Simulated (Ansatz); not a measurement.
Checking a run of Ansatz (a program for electronic structure) on CaB6 (Pm-3m, 7 atoms in the cell). The aim is a self-consistent single point with DFT, PBE, plane waves, default PAW files.

Cell that was meant: a = 4.1450 Å, b = 4.1450 Å, c = 4.1450 Å, α = 90.00°, β = 90.00°, γ = 90.00°.

Part of the input:

Ansatz 0.2 input:
```yaml
    - { symbol: B, position: [0.50000000, 0.50000000, 0.78830000] }
    - { symbol: B, position: [0.50000000, 0.21170000, 0.50000000] }
    - { symbol: B, position: [0.50000000, 0.78830000, 0.50000000] }
basis:
  ecutwfc: 170.0
kpoints:
  mp_grid: { grid: [7, 7, 7] }
hamiltonian:
```

Output (repeated stretches shortened):

```
   [... lines left out ...]
Symmetry: 48 space group operations
Space group: Pm-3m (ITA 221), of the structure as read, at distance tolerance 4.1e-5 Å
k-points: 20 of 343
Initial density: superposition of atomic densities (neutral atoms: chi_scale 0, normalization atom), corrected by the library's trained network
Initial wavefunctions: pseudopotential atomic-orbital guess
Eigensolver: davidson
Functional: x = pbe(κ = 0.804, μ = 0.2195149727645171), c = pbe(β = 0.06672455060314922)
SCF iter   1: F=—  HF=-2744.708986 eV  |F-HF|=—  |Δ(HF+E_count)|=         —  Δρ=4.39e-2  dr2=5.70e-1  ethr=1.77e-3  ⟨swp⟩=6.9  Hψ=2459  notcnv=0
all-band conjugate gradients solve this SCF's bands
preconditioner: auto → Resta (q_TF=auto, 2.335 Å⁻¹)
SCF iter   2: F=—  HF=-2744.520821 eV  |F-HF|=—  |Δ(HF+E_count)|=   1.92e-1  S|Δr|=   4.84e-3  Δρ=2.12e-2  dr2=1.15e-1  ethr=1.77e-3  ⟨swp⟩=2.0  Hψ=942  notcnv=0  defer=38
   [... lines left out ...]
SCF iter   6: F=-2744.479914 eV  HF=-2744.479914 eV  |F-HF|=8.53e-8  |Δ(HF+E_count)|=   9.14e-7  S|Δr|=   9.43e-6  Δρ=9.35e-6  dr2=7.71e-8  ethr=3.57e-10  ⟨swp⟩=9.2  Hψ=2024  notcnv=0
Mixer restart at iter 6: flushing history
SCF iter   7: F=—  HF=-2744.480659 eV  |F-HF|=—  |Δ(HF+E_count)|=         —  Δρ=2.66e-6  dr2=4.11e-9  ethr=2.75e-10  ⟨swp⟩=2.0  Hψ=562  notcnv=0
SCF iter   8: F=-2744.480659 eV  HF=-2744.480659 eV  |F-HF|=4.64e-10  |Δ(HF+E_count)|=   2.43e-9  S|Δr|=  7.61e-10  Δρ=6.99e-7  dr2=3.32e-10  ethr=1.47e-11  ⟨swp⟩=3.2  Hψ=984  notcnv=0
SCF 1 converged in 8 iterations: F = -2744.480659 eV  dr2 = 3.32e-10
Stability not checked (fill_not_monotonic)
Free energy (F): -2744.480659 eV
F+E_penalty+E_count: -2744.480660 eV  (lagrangian_ev)
Internal energy: -2744.480659 eV  (E = F + TS)
E sigma→0 (E₀):  -2744.480659 eV
Fermi energy:    8.614902 eV
Smearing:        width narrowed from 0.1360 eV (input) to 0.0917 eV after iteration 6, whose occupations did not sum to the number of electrons (Fermi level in …
--- Forces (eV/Å), atoms counted from 1 ---
   [... lines left out ...]
  atom   7  B      0.00000000     4.26749895     0.00000000
--- Stress (GPa, compression-positive) ---
       26.770202       0.000000       0.000000
       -0.000000      26.770202       0.000000
        0.000000       0.000000      26.770202
  P = ⅓ Tr σ = 26.7702 GPa (267.702 kbar)
  The stress holds the Pulay correction. Without it, at fixed plane waves, as pw.x and ABINIT print it: P = -55.5193 GPa
```

Q: Is anything amiss in this input, and did it matter?

A: The run is not sound. The fault is a basis or grid far too coarse for these potentials. Far below the cutoff that the potentials were made for, the basis cannot represent the orbitals near the nuclei, and energies, forces and above all the stress go wrong. To fix it, restore the cutoff that the potentials need and check convergence. The run converged in 8 iterations without an error; against the sound input the free energy goes up by 1.49 eV/atom, the pressure goes from 4.59 to 26.77 GPa, the largest force goes from 2.633 to 4.267 eV/Å and the gap on the mesh goes from 0.614 to 0.651 eV. At a fixed set of plane waves, without the program's Pulay estimate, the pressure is -55.52 GPa against 4.32 GPa.

An input that runs soundly differs in these lines (not the only fix; some lines may just follow from the change or write a value another way):
```diff
-basis:
-  ecutwfc: 170.0
```

With that input, the run converged in 7 iterations: free energy E − TS (on the zero of these files) -2754.8885 eV; top of the valence band (on the code's own zero) 7.94 eV; gap on the k-point mesh 0.61 eV; pressure 4.59 GPa; largest force (vector length) 2.633 eV/Å (DFT, PBE, plane waves, default PAW files).

On the sound input: the starting cell was generated: these elements placed on a structure prototype, without a prior relaxation; it need not be a known phase or ordering of this composition. With a pressure of about 5 GPa the cell is away from its equilibrium volume at this level. Forces in this geometry exceed 1 eV/Å. Ansatz's pressure includes its estimate of the finite-basis (Pulay) stress.
